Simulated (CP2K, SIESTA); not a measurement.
A CP2K input for a self-consistent single point of SnBi3 (I4/mmm, 4 atoms in the cell) (DFT PBEsol, GPW, DZVP-MOLOPT-SR-GTH basis, GTH-PBE potentials (GTH_POTENTIALS)):

```
&GLOBAL
  PROJECT scf
  RUN_TYPE ENERGY_FORCE
  PRINT_LEVEL MEDIUM
&END GLOBAL
&FORCE_EVAL
  METHOD Quickstep
  STRESS_TENSOR ANALYTICAL
  &DFT
    BASIS_SET_FILE_NAME BASIS_MOLOPT
    POTENTIAL_FILE_NAME GTH_POTENTIALS
    &QS
      METHOD GPW
      EPS_DEFAULT 1E-10
    &END QS
    &MGRID
      CUTOFF 400
      REL_CUTOFF 60
      NGRIDS 5
    &END MGRID
    &SCF
      SCF_GUESS ATOMIC
      EPS_SCF 1E-6
      MAX_SCF 100
      ADDED_MOS 4
      &DIAGONALIZATION
        ALGORITHM STANDARD
      &END DIAGONALIZATION
      &MIXING
        METHOD BROYDEN_MIXING
        ALPHA 0.2
        NBUFFER 12
        BETA 1
      &END MIXING
      &SMEAR ON
        METHOD FERMI_DIRAC
        ELECTRONIC_TEMPERATURE [K] 1160.45
      &END SMEAR
    &END SCF
    &KPOINTS
      SCHEME MONKHORST-PACK 6 6 6
      GAMMA_CENTERED T
    &END KPOINTS
    &XC
      &XC_FUNCTIONAL
        &PBE
          PARAMETRIZATION PBESOL
        &END PBE
      &END XC_FUNCTIONAL
    &END XC
    &PRINT
      &MO
        EIGENVALUES T
        OCCUPATION_NUMBERS T
        NDIGITS 8
        FILENAME mo
        &EACH
          QS_SCF 0
        &END EACH
        ADD_LAST NUMERIC
      &END MO
      &MULLIKEN ON
      &END MULLIKEN
    &END PRINT
  &END DFT
  &SUBSYS
    &CELL
      A 6.56748500 0.00000000 0.00000000
      B 3.20228400 5.73386700 0.00000000
      C -4.88488500 -2.86693400 3.32422200
      PERIODIC XYZ
    &END CELL
    &COORD
      SCALED
      Sn       0.00000000     0.00000000     0.00000000
      Bi       0.50000000     0.50000000     0.00000000
      Bi       0.25000000     0.75000000     0.50000000
      Bi       0.75000000     0.25000000     0.50000000
    &END COORD
    &KIND Sn
      BASIS_SET DZVP-MOLOPT-SR-GTH
      POTENTIAL GTH-PBE-q4
    &END KIND
    &KIND Bi
      BASIS_SET DZVP-MOLOPT-SR-GTH
      POTENTIAL GTH-PBE-q5
    &END KIND
  &END SUBSYS
  &PRINT
    &FORCES ON
    &END FORCES
    &STRESS_TENSOR ON
    &END STRESS_TENSOR
  &END PRINT
&END FORCE_EVAL
```

Problem. Write the same calculation as an input for SIESTA.

Solution. One input that does it (others would too):

```
# files in the folder: Sn.psml Bi.psml (PseudoDojo PBEsol standard)
SystemName  SnBi3
SystemLabel siesta

NumberOfAtoms                4
NumberOfSpecies              2
%block ChemicalSpeciesLabel
  1 50 Sn
  2 83 Bi
%endblock ChemicalSpeciesLabel
LatticeConstant              1.0 Bohr
%block LatticeVectors
    -4.441952434    4.441952434   10.703493808
     4.441952434   -4.441952434   10.703493808
     4.441952434    4.441952434  -10.703493808
%endblock LatticeVectors
AtomicCoordinatesFormat      ScaledCartesian
%block AtomicCoordinatesAndAtomicSpecies
     0.000000000    0.000000000    0.000000000  1
     0.000000000    0.000000000   10.703493808  2
     4.441952434    0.000000000    5.351746904  2
     0.000000000    4.441952434    5.351746904  2
%endblock AtomicCoordinatesAndAtomicSpecies

XC.functional                GGA
XC.authors                   PBEsol
PAO.BasisSize                TZP
PAO.EnergyShift              0.01 Ry
MeshCutoff                   350 Ry
%block kgrid.MonkhorstPack
    6   0   0  0.0
    0   6   0  0.0
    0   0   6  0.0
%endblock kgrid.MonkhorstPack
OccupationFunction           FD
ElectronicTemperature        100.0 meV

MaxSCFIterations             150
SCF.Mixer.Method             Pulay
SCF.Mixer.Weight             0.2
SCF.Mixer.History            6
SCF.DM.Tolerance             1.0E-04
Diag.ParallelOverK           true
WriteForces                  true
Charge.Mulliken              end
```

Basis, cutoffs, solver keys and any potentials are the target program's own. This input uses DFT, GGA PBEsol, numerical atomic orbitals TZP, PseudoDojo PBEsol standard norm-conserving potentials (rewritten from UPF to PSML). Both were run: pressure 0.11 GPa in CP2K and -2.75 in SIESTA.

On CP2K: the starting cell comes from a database of computed structures (which also holds hypothetical and non-ambient phases and stackings), without a prior relaxation at this level. Values carry the incompleteness of an atom-centred basis. The potentials were made for another functional than the one used.

On SIESTA: the starting cell comes from a database of computed structures (which also holds hypothetical and non-ambient phases and stackings), without a prior relaxation at this level. Values carry the incompleteness of an atom-centred basis.
